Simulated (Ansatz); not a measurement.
## NbSi2 (space group P6_222, No. 180)

Space group P6₂22 (No. 180); a = b = 4.8105 Å, c = 6.6185 Å, α = β = 90.00°, γ = 120.00°

| atom | site | symmetry | x | y | z |
|---|---|---|---|---|---|
| Nb | 3c | 222 | 0.5000 | 0.0000 | 0.0000 |
| Si | 6i | ..2 | 0.1593 | 0.3186 | 0.0000 |

Calculations: PBE in Ansatz (plane waves to 420 eV, PAW, scalar-relativistic without spin-orbit coupling). k-mesh 11×11×7 (Γ-centred); smearing 0.05 eV (Fermi–Dirac).

The volume per atom comes out as 14.74 Å³ and the density is 5.60 g/cm³. The band gap comes out as zero and the total energy is -1941.859 eV/atom (σ→0; compares only within this code and set-up).

Whether these cells are dynamically stable was not tested. All final runs are without spin polarisation. An odd electron count without spin: NbSi2.

Ansatz is a program for electronic structure.
